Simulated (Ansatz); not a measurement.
The reference is BN in the zinc blende structure (space group F-43m, No. 216; a = 3.606 Å). Axes: x, y, z lie along the cube axes.

All numbers come from PBEsol in Ansatz (plane waves to 420 eV, PAW, no spin-orbit coupling).

Strains are applied to the cell and any free atomic positions relax; under biaxial strain the out-of-plane vector relaxes too.

One change was made to it. Results:

```csv
quantity,base,after
"pressure (mean of the normal stresses, compression positive)",0.00 GPa,-10.93 GPa
volume per atom,5.86 Å³,6.04 Å³
band gap,4.30 eV,4.20 eV
"valence-band top at Γ (three highest levels, from the VBM)","0.00, 0.00, 0.00 eV","0.00, -0.09, -0.09 eV"
energy relative to the base (free energy F),0 meV/atom,+10 meV/atom
```

Task: Which change produced these results?
A) biaxial strain +1.67 %, plane normal [111], relaxed out of plane
B) biaxial strain −0.83 %, plane normal [111], relaxed out of plane
C) biaxial strain +1.25 %, plane normal [111], relaxed out of plane

Result: A, biaxial strain +1.67 %, plane normal [111], relaxed out of plane. For comparison, the valence-band top at Γ in the other runs: biaxial strain −0.83 %, plane normal [111], relaxed out of plane gives 0.00, 0.00, -0.06 eV; biaxial strain +1.25 %, plane normal [111], relaxed out of plane gives 0.00, -0.07, -0.07 eV.

Stability against distortions was not tested.

Ansatz is a program for electronic structure.
